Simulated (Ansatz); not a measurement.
The parent structure is HfO$_{2}$ in the rutile structure (space group P4_2/mnm, No. 136; a = 4.830 Å, c = 3.210 Å; a cell from a computed database, its experimental status unchecked).

The change: the cell is scaled by 1.0059 in all directions; the atoms relax in the strained cell.

Levels (all Ansatz, a program for electronic structure, PAW): PBEsol (420 eV, spin-orbit coupling left out); r2SCAN (500 eV, no SOC); HSE06 (420 eV, no spin-orbit coupling).

One geometry, relaxed with PBEsol, under each level:

```csv
level,band gap,lowest conduction level above the VBM at special points,pressure
PBEsol,3.85 eV,Γ 3.85 eV; R 4.07 eV; M 4.11 eV; X 4.51 eV,-3.82 GPa
r2SCAN,4.50 eV,Γ 4.50 eV; R 4.71 eV; M 4.72 eV; X 5.14 eV,-2.39 GPa
HSE06,[?],[?],–
```

Problem. Give the withheld HSE06 results.

Solution. 
- HSE06, band gap: 5.61 eV
- HSE06, lowest conduction level above the VBM at special points: Γ 5.61 eV; R 5.83 eV; M 5.87 eV

Single points use the geometry relaxed with PBEsol. Their cutoffs differ, which shifts pressures a little. Spin-orbit coupling, missing from the scalar runs, can matter with Hf. Stability against distortions was not tested. This is not the structure that HfO2 has at room temperature and ambient pressure.
